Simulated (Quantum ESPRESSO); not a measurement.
Quantum ESPRESSO run on F2 (P1, 4 atoms in the cell): self-consistent single point.

Method: PBEsol, GBRV 1.5 ultrasoft (PBESOL) pseudopotentials (plane waves; Quantum ESPRESSO).

```
CELL_PARAMETERS angstrom
      2.56910    -1.59194     0.00000
      2.56910     1.59194     0.00000
     -0.56492     0.00000     6.63070
ATOMIC_POSITIONS crystal
  F  0.59666 0.91616 0.60550
  F  0.40417 0.08467 0.40204
  F  0.08467 0.40417 0.90204
  F  0.91533 0.59583 0.09796
```

Reference input (self-consistent single point, DFT, PBEsol, plane waves, GBRV 1.5 ultrasoft (PBESOL) pseudopotentials): ecutwfc = 40 Ry; ecutrho = 200 Ry; occupations = smearing; smearing = fd; degauss = 0.000734986 Ry; potentials = {F: f_pbesol_v1.4.uspp.F.UPF}; K_POINTS = automatic 5 5 2 0 0 0; conv_thr = 1e-08 Ry; mixing_beta = 0.4. This run's input differs from it in these lines:

```diff
@@ -18,3 +18,3 @@
 &electrons
- conv_thr = 1.0d-8
+ conv_thr = 7.3e-04
  mixing_beta = 0.4
```

Log, with long lists cut:

```
     Self-consistent Calculation

     iteration #  1     ecut=    40.00 Ry     beta= 0.40

     Threshold (ethr) on eigenvalues was too large:
     Diagonalizing with lowered threshold

     total energy              =    -193.43905292 Ry
     estimated scf accuracy    <       0.25684374 Ry

     iteration #  2     ecut=    40.00 Ry     beta= 0.40

     total energy              =    -193.41040029 Ry
     estimated scf accuracy    <       0.07148995 Ry

     iteration #  3     ecut=    40.00 Ry     beta= 0.40

     total energy              =    -193.41379154 Ry
     estimated scf accuracy    <       0.00187626 Ry

     iteration #  4     ecut=    40.00 Ry     beta= 0.40
     End of self-consistent calculation

     the Fermi energy is    -1.8707 ev

!    total energy              =    -193.41370378 Ry
     estimated scf accuracy    <       0.00039216 Ry
     smearing contrib. (-TS)   =       0.00000000 Ry
     internal energy E=F+TS    =    -193.41370378 Ry

     convergence has been achieved in   4 iterations

     Forces acting on atoms (cartesian axes, Ry/au):

     atom    1 type  1   force =     0.00197355    0.02297714   -0.06058879
     atom    2 type  1   force =    -0.00203066   -0.02298957    0.05285148
     atom    3 type  1   force =    -0.00025534    0.00557191    0.01492934
     atom    4 type  1   force =     0.00031244   -0.00555948   -0.00719203

     Total force =     0.088688     Total SCF correction =     0.073625
     SCF correction compared to forces is large: reduce conv_thr to get better values

          total   stress  (Ry/bohr**3)                   (kbar)     P=      -21.71
   0.00005750  -0.00000618   0.00002592            8.46       -0.91        3.81
  -0.00000618  -0.00003693   0.00013965           -0.91       -5.43       20.54
   0.00002592   0.00013965  -0.00046335            3.81       20.54      -68.16

   JOB DONE.
```

The run converged in 4 iterations. Against the reference run the free energy hardly moves (within 1 meV/atom), the pressure goes from -2.54 to -2.17 GPa, the largest force goes from 1.607 to 1.667 eV/Å and the gap on the mesh stays at 2.235 eV. The full log also holds: “SCF correction compared to forces is large: reduce conv_thr to get better values”.

The starting cell comes from a database of computed structures (which also holds hypothetical and non-ambient phases and stackings), without a prior relaxation at this level. Its lattice was rescaled by up to half a per cent. One atom was moved a little off its site on purpose. Forces in this geometry exceed 1 eV/Å.
